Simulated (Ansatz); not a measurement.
Base system: PbI$_{2}$ in the 2H-MoS2 type structure (space group P6_3/mmc, No. 194; a = 4.273 Å, c = 14.362 Å; a hypothetical phase, not in the database extracts checked).

Levels (all Ansatz, a first-principles code, PAW, earlier PAW set): PBEsol-D3(BJ) (420 eV, no SOC); HSE06 (420 eV, no SOC).

Its gap is 1.39 eV with PBEsol-D3(BJ) and 1.99 eV with HSE06.

Now apply this change: Si takes the place of Pb on all its sites; the structure is relaxed again.

With PBEsol-D3(BJ) the gap becomes 0.27 eV.

Problem. If the HSE06 correction stayed the same, what would the HSE06 gap be, and what does the HSE06 run give?

Solution. A rigid correction of +0.60 eV gives 0.87 eV. The HSE06 run gives 0.75 eV, so the correction itself changes by -0.12 eV.

Single points use the geometry relaxed with PBEsol-D3(BJ). The hybrid gap comes from the SCF mesh plus the semilocal run's edge points and a few special points and is an upper bound. Spin-orbit coupling, missing from the scalar runs, can matter with I and Pb. No phonon test of stability was made. As relaxed here, SiI2 is a hypothetical phase, not in the database extracts checked. The program warned that a D3 coordination switch lies within reach, so dispersion energies are less smooth here. The zero or small gap of SiI2 can change with the level of theory.
